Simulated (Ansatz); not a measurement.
Base system: BiTe (space group P-3m1, No. 164; a = 4.422 Å, c = 23.929 Å).

Calculations: plane-wave PAW DFT at the PBE-D3(BJ) level (Ansatz, a quantum-chemistry and plane-wave program, 420 eV), without spin-orbit coupling.

Base values:

- c/a ratio = 5.411
- Lattice parameter a = 4.422 Å

Modification: cell and atoms relaxed at a pressure of 1.5 GPa.

**Question.** What happens to the c/a ratio?

**Answer.** The c/a ratio falls by 0.020, from 5.411 to 5.391.

**Question.** Estimate the effect on the lattice parameter a.

**Answer.** The lattice parameter a falls by 0.044 Å (4.422 Å → 4.378 Å).

Load acts through the strain it causes; cell and atoms are relaxed under it. Whether these cells are dynamically stable was not tested.
